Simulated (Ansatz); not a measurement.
**ZrO2: response to strain**

Consider ZrO₂ (space group P4_2/nmc, No. 137).

```
ZrO2
1.0
    3.62082     0.00000     0.00000
    0.00000     3.62082     0.00000
    0.00000     0.00000     5.28425
Zr O
2 4
Direct
  0.00000   0.00000   0.00000
  0.50000   0.50000   0.50000
  0.00000   0.50000   0.19251
  0.00000   0.50000   0.69251
  0.50000   0.00000   0.30749
  0.50000   0.00000   0.80749
```

Cartesian axes are those of the cell as printed.

Strains are applied to the cell and any free atomic positions relax; under biaxial strain the out-of-plane vector relaxes too.

Method: Ansatz (an electronic-structure program) PBE, spin-orbit coupling left out, earlier PAW set.

Candidates:
(a) isotropic strain −2.74 %
(b) biaxial strain −4.02 %, plane normal [001], relaxed out of plane
(c) biaxial strain +3.48 %, plane normal [001], relaxed out of plane

Base values:

* **Band gap**: 4.04 eV

Q: Order them by band gap, lowest first.

A: (c) biaxial strain +3.48 %, plane normal [001], relaxed out of plane (3.38 eV), (a) isotropic strain −2.74 % (4.11 eV), (b) biaxial strain −4.02 %, plane normal [001], relaxed out of plane (4.37 eV)

Stability against distortions was not tested. This is not the structure that ZrO2 has at room temperature and ambient pressure.
